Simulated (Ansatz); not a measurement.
**BeTe: energy against strain**

BeTe (zinc blende, F-43m, 22.627 Å³/atom at rest) under an equal strain ε in the (001) plane with the normal axis free, as in a coherent film. r2SCAN in Ansatz, a plane-wave DFT program (PAW, default set), 500 eV, 10×10×10 Γ-centred mesh, Fermi-Dirac smearing 0.05 eV; ions are relaxed within the symmetry of each cell.

Here s stands for strain and y for E less E0.

```csv
strain (%),E less E0 (meV/atom)
-3.00,?
-1.50,3.67
-1.00,1.62
-0.50,0.40
0.00,0.00
0.50,0.38
1.00,1.51
1.50,3.37
```

Taking a parabola for y over the 7 complete rows: Least squares gives y = 0.000 - 0.0814·s + 1.5648·s². Residuals (row less fit): 0.027, -0.026, -0.032, 0.000, 0.030, 0.027, -0.029; standard error 0.035 (degrees of freedom: 4). Twice the quadratic coefficient over the volume, 2 × 1.5648 meV × 10⁴ × 0.1602 / 22.627 Å³, is twice the biaxial elastic modulus of this plane = 222 ± 2 GPa.

**Question.** What does the fit predict for y at s = -3.00, and how far is the calculated value from it?

**Answer.** y = 0.000 - 0.0814 × (-3.0) + 1.5648 × (-3.0)² = 14.327 meV/atom. The calculation gives 15.20 meV/atom, 0.873 meV/atom above the prediction (5.7 % of the range of y in the table). The row lies outside the fitted rows, so this is an extrapolation. From the scatter of the fitted rows alone, a prediction at this place has a standard error of 0.133 meV/atom, so the miss is 6.6 times that.

One order more, fitted to all 13 runs of the series, follows each within 0.01, so the miss is the next term of a smooth law. Rows are the converged runs of the series near zero and its far end; series whose fitted rows scatter by over a few per cent of the range, as at a crossing or softening among them, aren't shown in this form. Most that stay on the fit to the last digits aren't either.
